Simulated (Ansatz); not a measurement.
Band structure of BeS (F-43m, 2 atoms in the cell).

```
CELL_PARAMETERS angstrom
      0.00000     2.39594     2.39594
      2.39594     0.00000     2.39594
      2.39594     2.39594     0.00000
ATOMIC_POSITIONS crystal
  Be 0.00000 0.00000 0.00000
  S  0.75000 0.75000 0.75000
```

Method of the run: PBE (plane waves, PAW; Ansatz, a program for electronic structure).

Settings: basis.ecutwfc = 420 eV; kpoints.mp_grid.grid = 8 8 8; hamiltonian.xc = pbe; hamiltonian.pseudopotentials = {kind: paw} (the program's default PAW files); scf.occupations.method = fixed; kpoints.band_path.npoints = 8.

The starting cell comes from a database of computed structures (which also holds hypothetical and non-ambient phases and stackings), without a prior relaxation at this level. Its lattice was rescaled by a random factor within 2.5 % of one.

Problem. Predict the gap along the standard path and the places of the band edges.

Solution. The gap along the path is 3.03 eV, from Γ to X; the smallest direct gap on it is 5.63 eV.

Levels in eV from the top of the valence band on the path, bands 1 to 7:
```json
[
 {"point": "Γ", "1": "-13.94", "2": "0.00", "3": "0.00", "4": "0.00", "5": "5.63", "6": "5.63", "7": "5.63"},
 {"point": "X", "1": "-11.65", "2": "-5.21", "3": "-2.77", "4": "-2.77", "5": "3.03", "6": "4.87", "7": "13.01"},
 {"point": "W", "1": "-11.59", "2": "-4.39", "3": "-4.06", "4": "-3.52", "5": "6.49", "6": "8.05", "7": "8.56"},
 {"point": "K", "1": "-11.66", "2": "-4.72", "3": "-4.30", "4": "-2.30", "5": "4.31", "6": "7.54", "7": "10.69"},
 {"point": "L", "1": "-12.23", "2": "-6.02", "3": "-1.08", "4": "-1.08", "5": "5.59", "6": "6.53", "7": "6.53"},
 {"point": "U", "1": "-11.66", "2": "-4.72", "3": "-4.30", "4": "-2.30", "5": "4.31", "6": "7.54", "7": "10.69"}
]
```

Keys are those of Ansatz 0.2.
